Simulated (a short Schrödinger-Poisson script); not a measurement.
Stack: gated Al0.4Ga0.6N/GaN polarisation-induced gas, at 20 K.

```tsv
layer	material	thickness (nm)	Na (cm⁻³)
1	Al0.4Ga0.6N	25	-
2	GaN	6000	2e14
```

The device is made up for the run: typed textbook-type constants, with dimensions and the other settings drawn at random. Al0.4Ga0.6N: permittivity 9.26, conduction-band edge (eV) 0.58, gap (eV) 4.258, electron mass (mₑ) 0.248, Nv at 300 K (cm⁻³) 4.6e19. GaN: permittivity 9.5, conduction-band edge (eV) 0, gap (eV) 3.43, Nv at 300 K (cm⁻³) 4.6e19.

Channel valleys (confinement mass, in-plane density-of-states mass, number): Γ 0.2, 0.2, 1. At the gate the conduction-band edge of layer 1 lies 1.36 eV − eVg above the Fermi level of the channel; the field vanishes at the back. Sheet of polarisation charge: +2e13 e/cm² at 25 nm from the gate. The barrier under the gate holds no holes. Gaps are held at their typed values at every temperature. Mesh 0.08 nm at interfaces.

From a short Schrödinger-Poisson script (our own, NumPy): 1D Poisson equation in equilibrium, electrons quantum, Hartree (BenDaniel-Duke, 40 states a valley, the channel's in-plane mass for all, wave functions free to enter the barrier), parabolic valleys, classical holes, full ionisation, no traps, pinning or gate leakage.

The same stack at other levels of the model or other numerical settings:

| run | sheet density of all electrons at Vg = 0.5 V (cm⁻²) | sheet density of all electrons at Vg = -5.5 V (cm⁻²) | capacitance at Vg = 0.5 V (μF/cm²) | centroid of the channel electrons at Vg = 0.5 V (nm) | rough cost against the base |
|---|---|---|---|---|---|
| base | 1.83e13 | 6.48e12 | 0.319 | 1.63 | about 1 |
| electrons treated as classical, Boltzmann | 1.92e13 | [?] | 0.327 | 0.11 | 0.02 |
| electrons treated as classical, Fermi-Dirac | 1.83e13 | 6.57e12 | 0.314 | [?] | 0.08 |
| electrons treated as quantum, Hartree plus LDA exchange-correlation | 1.84e13 | 6.56e12 | 0.319 | 1.50 | 2 |
| mesh six times as coarse | 1.83e13 | 6.47e12 | 0.319 | 1.56 | 0.3 |
| one subband a valley | 1.82e13 | 6.47e12 | 0.317 | [?] | 0.5 |

### Question
Some entries are withheld; supply them.

### Answer

- electrons treated as classical, Fermi-Dirac, centroid of the channel electrons at Vg = 0.5 V (nm): 1.45
- one subband a valley, centroid of the channel electrons at Vg = 0.5 V (nm): 1.29
- electrons treated as classical, Boltzmann, sheet density of all electrons at Vg = -5.5 V (cm⁻²): 7.00e12

The classical rows ignore confinement, and Boltzmann statistics overrate the density once the band edge passes the Fermi level.
